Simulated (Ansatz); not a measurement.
The starting structures come from a database of crystals and need not be the phases stable at ambient conditions.

 Where the default PAW files enter, the runs use the earlier of Ansatz's two default sets.

Inside the gap of an insulator the Bloch states are evanescent, with a wavenumber k + iκ along the transport direction.

Here is the system:

```xyz
12
Lattice="4.8015 0.0000 0.0000 0.8011 7.7182 0.0000 -1.4661 -0.3462 4.5590" Properties=species:S:1:pos:R:3 pbc="T T T"
P      0.4506     1.9036     0.3422
P      3.6858     5.4684     4.2169
Au     2.8013     3.8591     0.0000
Au    -0.7330    -0.1731     2.2795
O      0.7015     0.6023     1.1341
O      3.4349     6.7697     3.4249
O      1.2197     3.0989     0.9445
O      2.9167     4.2731     3.6145
O     -0.4807     1.3981     3.4664
O      4.6171     5.9739     1.0927
O      3.7379     2.1645     0.4383
O      0.3986     5.2075     4.1208
```

Space group of this cell: C2/c. The cell is taken as given; by PBEsol its mean pressure is 1.6 GPa.

Transport runs along the normal of the first two printed cell vectors.

The gap is the functional's own, uncorrected, and κ follows it; spin-orbit coupling is left out. Mid-gap values are interpolated between the computed energies.

**Question.** Estimate the band gap and the smallest decay constant κ at mid-gap that PBEsol in Ansatz (a quantum-chemistry and plane-wave program) returns for this system.

**Answer.** Gap 1.84 eV on a 8×4×8 mesh; κ = 0.444 1/Å, at (0.333, 0.000) of the in-plane reciprocal vectors. At the zone centre, at the nearest computed energy, the slowest state has κ = 0.50 1/Å.
